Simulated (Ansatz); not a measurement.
# VN, response to strain

The parent structure is VN in the zinc blende structure (space group F-43m, No. 216; a model cell, its experimental status unchecked; relaxed with 0.1 eV smearing).

```xyz
2
Lattice="0.0000 2.1923 2.1923 2.1923 0.0000 2.1923 2.1923 2.1923 0.0000" Properties=species:S:1:pos:R:3 pbc="T T T"
N      3.2884     3.2884     3.2884
V      0.0000     0.0000     0.0000
```

Cartesian axes are those of the cell as printed.

Strains are applied to the cell and any free atomic positions relax; under stress the whole cell relaxes.

The values are results of PBEsol (Ansatz, a first-principles code, PAW, scalar-relativistic without spin-orbit coupling), not measurements.

Candidates:
(a) isotropic strain +5.45 %
(b) uniaxial stress, 8 GPa tension along z
(c) uniaxial strain ε_xx = −0.84 %
(d) uniaxial strain ε_yy = −4.34 %
(e) isotropic strain −3.22 %

Notes on the quantities. energy relative to the base: free energy F.

### Question
Order them by energy relative to the base, highest first.

### Answer
(a) isotropic strain +5.45 % (+188 meV/atom), (e) isotropic strain −3.22 % (+86 meV/atom), (d) uniaxial strain ε_yy = −4.34 % (+22 meV/atom), (b) uniaxial stress, 8 GPa tension along z (+11 meV/atom), (c) uniaxial strain ε_xx = −0.84 % (+0.8 meV/atom)

Stability under load was not tested beyond the relaxation. Starting moments died away, wholly or in part, for the base; another magnetic solution may exist. The final runs are not spin-polarised.
